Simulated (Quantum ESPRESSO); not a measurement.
## Habitual settings against a tight run: NbP2 (C2/m, 6 atoms in the cell)

Self-consistent single point.

```xyz
6
Lattice="4.4871 -1.6679 0.0000 4.4871 1.6679 0.0000 -3.7180 0.0000 6.6871" Properties=species:S:1:pos:R:3 pbc="T T T"
Nb     4.5697     0.0000     5.3419
Nb     0.6866     0.0000     1.3453
P      2.0084     0.0000     6.0286
P      3.2479     0.0000     0.6585
P     -0.7664     0.0000     3.5200
P      6.0227     0.0000     3.1671
```

Method of the run: PBEsol, GBRV 1.5 ultrasoft (PBESOL) pseudopotentials (plane waves; Quantum ESPRESSO).

Base settings: ecutwfc = 40 Ry; ecutrho = 320 Ry; occupations = smearing; smearing = cold; degauss = 0.0073499 Ry; potentials = {Nb: nb_pbesol_v1.uspp.F.UPF, P: p_pbesol_v1.5.uspp.F.UPF}; K_POINTS = automatic 8 8 4 0 0 0; conv_thr = 1e-10 Ry; mixing_beta = 0.4.

Tight run (finer mesh or higher cutoff; not a proven limit): ecutwfc: 40 Ry → 56 Ry; ecutrho: 320 Ry → 448 Ry; conv_thr: 1e-10 Ry → 7.3e-11 Ry; K_POINTS: automatic 8 8 4 0 0 0 → automatic 11 11 6 0 0 0. It gave Fermi level (on the code's own zero) 12.16 eV; pressure -9.72 GPa; largest force (vector length) 0.309 eV/Å.

Quick runs, as changes from the base:
- A: the base itself
- B: ecutwfc: 40 Ry → 24 Ry; ecutrho: 320 Ry → 192 Ry; degauss: 0.0073499 Ry → 0.019992 Ry; conv_thr: 1e-10 Ry → 7.3e-05 Ry; K_POINTS: automatic 8 8 4 0 0 0 → automatic 6 6 6 0 0 0
- C: ecutwfc: 40 Ry → 20 Ry; ecutrho: 320 Ry → 160 Ry; K_POINTS: automatic 8 8 4 0 0 0 → automatic 4 4 4 0 0 0
- D: ecutwfc: 40 Ry → 32 Ry; ecutrho: 320 Ry → 256 Ry; conv_thr: 1e-10 Ry → 7.3e-06 Ry; K_POINTS: automatic 8 8 4 0 0 0 → automatic 6 6 6 1 1 1
- E: ecutwfc: 40 Ry → 20 Ry; ecutrho: 320 Ry → 160 Ry; smearing: cold → fd; degauss: 0.0073499 Ry → 0.019992 Ry; K_POINTS: automatic 8 8 4 0 0 0 → automatic 2 2 2 1 1 1
- F: ecutwfc: 40 Ry → 28 Ry; ecutrho: 320 Ry → 224 Ry; K_POINTS: automatic 8 8 4 0 0 0 → automatic 4 4 4 0 0 0

Energies are extrapolated to zero smearing width, which holds to low order in the width alone (under cold and Methfessel-Paxton smearing the free energy itself is taken).

Dashes: pressure of B, D, not trusted under this conv_thr with d or f elements; time of E, under 30 s.

The count of work is k-points × plane waves × bands × iterations; it is no time. Core times come from one kind of shared machine and are given to one figure; runs under 30 s give none.

The starting cell comes from a database of computed structures (which also holds hypothetical and non-ambient phases and stackings), without a prior relaxation at this level. Its lattice was rescaled by a random factor within 2.5 % of one. Spin polarisation is off. In the base run, with a pressure of about -10 GPa the cell is away from its equilibrium volume at this level.

| run | energy less tight (meV/atom) | pressure less tight (GPa) | largest miss in a force vector (eV/Å) | count of work / tight | core time / tight (rough) |
|---|---|---|---|---|---|
| A | 4.3 | -0.03 | 0.026 | 0.22 | 0.3 |
| B | 54.1 | – | 0.047 | 0.044 | 0.05 |
| C | 86.9 | -0.53 | 0.076 | 0.024 | 0.03 |
| D | 6.8 | – | 0.022 | 0.080 | 0.09 |
| E | 150.9 | 0.88 | 0.514 | 0.0031 | – |
| F | 21.4 | -0.88 | 0.079 | 0.036 | 0.05 |

Among the runs at the tight run's level, the energy misses run from 4.3 to 150.9 meV/atom.
